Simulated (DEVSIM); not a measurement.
System: Schottky contact on n-type GaAs, at 300 K.

Layer 1 from the left is GaAs, thickness (μm) 5.90, Nd (cm⁻³) 1.5e17, τn (s) 3e-10, τp (s) 3e-10.

Left contact: Schottky, work function 5.37 eV, emission velocity 8e6 cm/s. Right contact: ohmic. Voltage is applied to the left contact. Recombination: SRH at mid-gap, Auger. Mobility is constant in doping.

This is a model device: material constants are rounded textbook-type values typed into the input, and sizes, dopings and lifetimes were drawn at random. Values at 300 K.

GaAs: gap (eV) 1.424, affinity (eV) 4.07, permittivity 12.9, Nc (cm⁻³) 4.7e17, Nv (cm⁻³) 9e18, μn (cm²/Vs) 8500, μp (cm²/Vs) 400, Cn (cm⁶/s) 1e-30, Cp (cm⁶/s) 1e-30.

Simulated with DEVSIM: 1D drift-diffusion, Boltzmann statistics, complete ionisation; no tunnelling, impact ionisation, image-force lowering or self-heating. Metal contacts follow the ideal Schottky-Mott rule: no Fermi-level pinning, no interface dipoles.

Dark forward current:

```csv
|V| (V),|J| (A/cm²)
0.05,5.654e-10
0.10,1.963e-9
0.15,5.677e-9
0.20,1.562e-8
0.25,4.248e-8
0.30,1.152e-7
0.35,3.117e-7
0.40,8.452e-7
0.45,2.297e-6
0.50,6.257e-6
0.55,1.716e-5
0.60,4.754e-5
0.65,0.0001348
0.70,0.0004017
0.75,0.001321
0.80,0.005120
0.85,0.02428
0.90,0.1368
0.95,0.8588
1.00,5.685
1.05,38.43
1.10,256.9
1.15,1532
1.20,6242
```

Problem. Work out the local ideality factor n = ΔV / (kT/q · ln(J2/J1)) between the rows 0.15 and 0.20 V, 1.00 and 1.05 V, 1.15 and 1.20 V.

Solution. kT/q = 25.85 mV. From 0.15 to 0.20 V: ln(1.562e-8/5.677e-9) = 1.012, n = 1.91, near the 2 of recombination in the depletion region. From 1.00 to 1.05 V: ln(38.43/5.685) = 1.911, n = 1.01, near the 1 of diffusion or emission over a barrier. From 1.15 to 1.20 V: ln(6242/1532) = 1.405, n = 1.38; the layers' resistance at their doping, Σ W/(qμN) = 2.9e-6 Ω cm², would take 14 mV of this step of 50 mV.

Problem. Estimate the current at 1.00 V for emission alone, J0 = q v N_band exp(−φB/kT), and read the barrier back from the simulated current.

Solution. φB = 1.300 eV, N_band = 4.70e17 cm⁻³, J0 = 8.69e-17 A/cm²; J = J0 (exp(qV/kT) − 1) = 5.49 A/cm². The simulation gives 5.68 A/cm²; the estimate lies 3.4 % below. Read backwards, the simulated current gives an apparent barrier of 1.299 eV. The estimate leaves out transport through the depletion region and minority injection.
